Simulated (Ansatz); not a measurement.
# Y, response to strain

The parent structure is Y in the hcp (Mg type) structure (space group P6_3/mmc, No. 194; relaxed with 0.1 eV smearing).

```xyz
2
Lattice="3.5943 0.0000 0.0000 -1.7972 3.1128 0.0000 0.0000 0.0000 5.6099" Properties=species:S:1:pos:R:3 pbc="T T T"
Y      1.7972     1.0376     4.2074
Y      0.0000     2.0752     1.4025
```

Strains are applied to the cell and any free atomic positions relax.

The values are results of Ansatz (an electronic-structure program) PBEsol, no spin-orbit coupling, not measurements.

Notes on the quantities. energy relative to the base: free energy F; pressure: mean of the normal stresses, compression positive.

| change | shortest interatomic distance | energy relative to the base | pressure |
|---|---|---|---|
| base | 3.489 Å | 0 meV/atom | 0.0 GPa |
| isotropic strain −2.50 % | 3.402 Å | +24 meV/atom | 3.6 GPa |
| isotropic strain −2.00 % | 3.419 Å | +15 meV/atom | 2.8 GPa |
| isotropic strain −1.00 % | 3.454 Å | (withheld) | (withheld) |
| isotropic strain −0.50 % | 3.472 Å | +0.9 meV/atom | 0.6 GPa |
| isotropic strain +1.00 % | 3.524 Å | +3.7 meV/atom | -1.2 GPa |
| isotropic strain +1.50 % | 3.541 Å | +8.1 meV/atom | -1.8 GPa |
| isotropic strain +2.00 % | 3.559 Å | +14 meV/atom | (withheld) |
| isotropic strain +2.50 % | 3.576 Å | (withheld) | -2.8 GPa |
| isotropic strain +3.00 % | 3.594 Å | +32 meV/atom | -3.3 GPa |

Q: Complete the table.

A: 
- isotropic strain −1.00 %, energy relative to the base: +3.8 meV/atom
- isotropic strain −1.00 %, pressure: 1.3 GPa
- isotropic strain +2.00 %, pressure: -2.3 GPa
- isotropic strain +2.50 %, energy relative to the base: +22 meV/atom

Stability against distortions was not tested. The final runs are not spin-polarised.
